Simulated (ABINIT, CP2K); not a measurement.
A CP2K input for a self-consistent single point of LuGa5Co (P4/mmm, 7 atoms in the cell) (DFT PBEsol, GPW, DZVP-MOLOPT-SR-GTH basis, GTH-PBE potentials (GTH_POTENTIALS)):

```
&GLOBAL
  PROJECT calc
  RUN_TYPE ENERGY_FORCE
  PRINT_LEVEL MEDIUM
&END GLOBAL
&FORCE_EVAL
  METHOD Quickstep
  STRESS_TENSOR ANALYTICAL
  &DFT
    BASIS_SET_FILE_NAME BASIS_MOLOPT
    BASIS_SET_FILE_NAME BASIS_MOLOPT_UCL
    POTENTIAL_FILE_NAME GTH_POTENTIALS
    &QS
      METHOD GPW
      EPS_DEFAULT 1E-10
    &END QS
    &MGRID
      CUTOFF 600
      REL_CUTOFF 50
      NGRIDS 5
    &END MGRID
    &SCF
      SCF_GUESS ATOMIC
      EPS_SCF 1E-6
      MAX_SCF 100
      ADDED_MOS 18
      &DIAGONALIZATION
        ALGORITHM STANDARD
      &END DIAGONALIZATION
      &MIXING
        METHOD BROYDEN_MIXING
        ALPHA 0.2
        NBUFFER 12
      &END MIXING
      &SMEAR ON
        METHOD FERMI_DIRAC
        ELECTRONIC_TEMPERATURE [K] 1160.45
      &END SMEAR
    &END SCF
    &KPOINTS
      SCHEME MONKHORST-PACK 5 5 3
    &END KPOINTS
    &XC
      &XC_FUNCTIONAL
        &PBE
          PARAMETRIZATION PBESOL
        &END PBE
      &END XC_FUNCTIONAL
    &END XC
    &PRINT
      &MO
        EIGENVALUES T
        OCCUPATION_NUMBERS T
        NDIGITS 8
        FILENAME mo
        &EACH
          QS_SCF 0
        &END EACH
        ADD_LAST NUMERIC
      &END MO
      &MULLIKEN ON
      &END MULLIKEN
    &END PRINT
  &END DFT
  &SUBSYS
    &CELL
      A 4.12119400 0.00000000 0.00000000
      B 0.00000000 4.12119400 0.00000000
      C 0.00000000 0.00000000 6.61598000
      PERIODIC XYZ
    &END CELL
    &COORD
      Lu       0.00000000     0.00000000     0.00000000
      Ga       0.00000000     2.06059700     2.03593553
      Ga       0.00000000     2.06059700     4.58004447
      Ga       2.06059700     0.00000000     2.03593553
      Ga       2.06059700     0.00000000     4.58004447
      Ga       2.06059700     2.06059700     0.00000000
      Co       0.00000000     0.00000000     3.30799000
    &END COORD
    &KIND Lu
      BASIS_SET DZVP-MOLOPT-SR-GTH
      POTENTIAL GTH-PBE-q25
    &END KIND
    &KIND Ga
      BASIS_SET DZVP-MOLOPT-SR-GTH
      POTENTIAL GTH-PBE-q13
    &END KIND
    &KIND Co
      BASIS_SET DZVP-MOLOPT-SR-GTH
      POTENTIAL GTH-PBE-q17
    &END KIND
  &END SUBSYS
  &PRINT
    &FORCES ON
    &END FORCES
    &STRESS_TENSOR ON
    &END STRESS_TENSOR
  &END PRINT
&END FORCE_EVAL
```

Question: Translate this input to ABINIT.

Answer: One input that does it (others would too):

```
# LuGa5Co, JTH v2.0 PBE PAW
pp_dirpath "./"
pseudos "Lu.GGA_PBE-JTH.xml, Ga.GGA_PBE-JTH.xml, Co.GGA_PBE-JTH.xml"
acell 7.7879279665 7.7879279665 12.5023902460
rprim
         1.0000000000    0.0000000000    0.0000000000
         0.0000000000    1.0000000000    0.0000000000
         0.0000000000    0.0000000000    1.0000000000
natom 7
ntypat 3
znucl 71 31 27
typat 1 2 2 2 2 2 3
xcart
         0.0000000000    0.0000000000    0.0000000000
         0.0000000000    2.0605970000    2.0359355254
         0.0000000000    2.0605970000    4.5800444746
         2.0605970000    0.0000000000    2.0359355254
         2.0605970000    0.0000000000    4.5800444746
         2.0605970000    2.0605970000    0.0000000000
         0.0000000000    0.0000000000    3.3079900000
      Angstrom
ecut 30
pawecutdg 60
pawxcdev 0
ixc -116133
occopt 3
tsmear 0.1 eV
nband 67
kptopt 1
ngkpt 5 5 3
nshiftk 1
shiftk 0 0 0
nstep 100
toldfe 1.0e-09
prtwf 0
prtden 0
```

Basis settings and potentials, where a program has them, do not carry over. This input uses DFT, PBEsol, plane waves, PAW (JTH v2.0 PBE PAW, files made for PBE).

The starting cell comes from a database of computed structures (which also holds hypothetical and non-ambient phases and stackings), without a prior relaxation at this level. For this run, on top of that: lattice scaled by 0.98.
